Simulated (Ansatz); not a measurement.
Consider NaF in the rock salt structure (space group Fm-3m, No. 225; a = 4.6291 Å).

Method: plane-wave PAW DFT at the PBEsol level (Ansatz, a program for electronic structure, 420 eV), scalar-relativistic without spin-orbit coupling.

Base values:

The electron mass is 0.56 mₑ (at Γ).

Perturbation: the cell is scaled by 0.9850 in all directions, atoms relaxed at fixed cell.

Question: Predict the new mean gap deformation potential ΔEg/Δln V, energy relative to the base and electron mass.

Answer: The mean gap deformation potential ΔEg/Δln V comes out as -5.3 eV; the energy rises by 4.1 meV/atom; the electron mass stays 0.56 mₑ (at Γ).

The cells carry an imposed strain or load. Effective masses come from finite differences of ±0.01 Å⁻¹. No phonon test of stability was made.
